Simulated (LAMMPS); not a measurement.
Quenches at 1e+12 K/s across the composition of Al (fcc) with a share x of Al sites Cu; each row starts from its own melt temperature.

Level of theory: classical MD, pair style adp, file AlCu.adp (LAMMPS).

```json
[
 {"x": "0.1", "density": "3.10 g/cm³ (one sample)", "state": "glass"},
 {"x": "0.25", "density": "4.04 g/cm³ (one sample)", "state": "glass"},
 {"x": "0.75", "density": "7.48 g/cm³ (one sample)", "state": "glass"}
]
```
